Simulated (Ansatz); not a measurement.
Input and output of a self-consistent single point for LuZn (P1, 2 atoms in the cell) (Ansatz, an electronic-structure program).

Method: PBEsol, default PAW files made with PBE (plane waves; Ansatz).

```xyz
2
Lattice="3.4558 0.0000 0.0000 0.0000 3.4558 0.0000 0.0000 0.0000 3.4558" Properties=species:S:1:pos:R:3 pbc="T T T"
Lu     0.0046    -0.0015     0.0032
Zn     1.7233     1.7294     1.7247
```

Reference input (self-consistent single point, DFT, PBEsol, plane waves, default PAW files made with PBE): basis.ecutwfc = 420 eV; kpoints.mp_grid.grid = 7 7 7; kpoints.mp_grid.shift = 0.5 0.5 0.5; hamiltonian.xc = pbesol; hamiltonian.pseudopotentials = {kind: paw} (the program's default PAW files); scf.occupations.method = cold; scf.occupations.width = 0.1 eV. This run's input differs from it in these lines:

Ansatz 0.2 input:
```diff
@@ -10,3 +10,3 @@
 basis:
-  ecutwfc: 420.0
+  ecutwfc: 485.0
 kpoints:
```

Output (repeated stretches shortened):

```
SCF iter   1: F=—  HF=-17893.046937 eV  |F-HF|=—  |Δ(HF+E_count)|=         —  Δρ=3.02e-3  dr2=2.10e-3  ethr=1.77e-3  ⟨swp⟩=5.7  Hψ=19665  notcnv=0
all-band conjugate gradients solve this SCF's bands
preconditioner: auto → Kerker (q_TF=auto, 2.679 Å⁻¹)
SCF iter   2: F=—  HF=-17893.042850 eV  |F-HF|=—  |Δ(HF+E_count)|=   4.09e-3  S|Δr|=    0.00e0  Δρ=9.46e-4  dr2=2.19e-4  ethr=5.66e-6  ⟨swp⟩=3.0  Hψ=11125  notcnv=0  defer=2
   [... lines left out ...]
SCF iter   6: F=—  HF=-17893.042637 eV  |F-HF|=—  |Δ(HF+E_count)|=   4.46e-7  S|Δr|=    0.00e0  Δρ=4.24e-5  dr2=5.58e-7  ethr=9.56e-9  ⟨swp⟩=2.9  Hψ=8978  notcnv=0  defer=2
SCF iter   7: F=—  HF=-17893.042637 eV  |F-HF|=—  |Δ(HF+E_count)|=   8.69e-8  S|Δr|=    0.00e0  Δρ=1.13e-5  dr2=5.20e-8  ethr=2.70e-10  ⟨swp⟩=6.8  Hψ=25819  notcnv=0
SCF iter   8: F=-17893.042637 eV  HF=-17893.042637 eV  |F-HF|=1.09e-8  |Δ(HF+E_count)|=   1.43e-9  S|Δr|=    0.00e0  Δρ=3.54e-6  dr2=3.46e-9  ethr=1.41e-10  ⟨swp⟩=5.7  Hψ=17739  notcnv=0
SCF 1 converged in 8 iterations: F = -17893.042637 eV  dr2 = 3.46e-9
Stability not checked (fill_not_monotonic)
Free energy (F): -17893.042637 eV
Internal energy: -17893.039139 eV  (E = F + TS)
E sigma→0 (E₀):  -17893.041471 eV
Entropy (-TS):   -0.003498 eV (-1.749 meV/atom)
Fermi energy:    13.606615 eV
--- Forces (eV/Å), atoms counted from 1 ---
  atom   1  Lu    -0.02988978     0.00992052    -0.02113252
  atom   2  Zn     0.02989216    -0.00992130     0.02113422
--- Stress (GPa, compression-positive) ---
       -1.402235      -0.001131       0.002408
       -0.001131      -1.400755      -0.000799
        0.002408      -0.000799      -1.401403
  P = ⅓ Tr σ = -1.4015 GPa (-14.015 kbar)
  The stress holds the Pulay correction. Without it, at fixed plane waves, as pw.x and ABINIT print it: P = -1.4180 GPa
```

The run converged in 8 iterations. Against the reference run the free energy drops by 1.0 meV/atom, the pressure stays at -1.40 GPa and the largest force stays at 0.038 eV/Å.

The starting cell comes from a database of computed structures (which also holds hypothetical and non-ambient phases and stackings), without a prior relaxation at this level. Its atoms were displaced at random from the sites of space group no. 221. Ansatz's pressure includes its estimate of the finite-basis (Pulay) stress.
